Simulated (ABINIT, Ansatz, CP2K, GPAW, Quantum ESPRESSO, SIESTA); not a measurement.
**One structure in several programs: Ir (Fm-3m, 1 atom in the cell)**

Self-consistent single point.

```yaml
crystal:
  lattice:
    - [0.00000, 1.97051, 1.97051]
    - [1.97051, 0.00000, 1.97051]
    - [1.97051, 1.97051, 0.00000]
  atoms:
    - { symbol: Ir, position: [0.00000, 0.00000, 0.00000] }
```

Shared settings, as Ansatz (a program for electronic structure) writes them: kpoints.mp_grid.grid = 12 12 12; scf.occupations.method = fermi_dirac; scf.occupations.width = 0.05 eV. Potentials and cutoffs stand in the table.

```tsv
code	model	pressure (GPa)	cutoff
CP2K	LDA (Pade form), GPW, DZVP-MOLOPT-SR-GTH basis, GTH-PADE potentials (GTH_POTENTIALS)	-47.13	grid 500 Ry
ABINIT	LDA (PW92), PAW (JTH v2.0 LDA PAW)	-32.63	20 Ha
SIESTA	LDA PW92, numerical atomic orbitals DZP, PseudoDojo LDA standard norm-conserving potentials (rewritten from UPF to PSML)	-30.04	grid 350 Ry
Quantum ESPRESSO	LDA (PZ), GBRV 1.5 ultrasoft (LDA) pseudopotentials	-32.78	40 Ry
GPAW	LDA (Perdew-Wang 92), GPAW PAW datasets LDA (gpaw-data 1.0.1)	-33.54	550 eV
Ansatz	LDA (PW92), default PAW files made with PBE	-32.00	default
```

On Ansatz's run: spin-orbit coupling is off. Spin polarisation is off.

The spread over the programs that give each value: pressure within 17.09 GPa.

CP2K and SIESTA use small atom-centred bases, whose incompleteness enters pressures, forces and empty levels differently from a plane-wave cutoff. Ansatz's pressure is given at a fixed set of plane waves, as the other plane-wave codes print theirs; with its correction for the finite basis it is -31.96 GPa. The same LDA comes in different parametrisations, which differ slightly. In the pressure, CP2K (by 14.43) and SIESTA (by 2.67) lie more than 1 GPa from the median of the plane-wave programs.

The starting cell comes from a database of computed structures (which also holds hypothetical and non-ambient phases and stackings), without a prior relaxation at this level. Its lattice was rescaled by a random factor within 2.5 % of one.

Left out of this page: Elk and FLEUR (not drawn, or without a comparable value).

Keys are those of Ansatz 0.2.
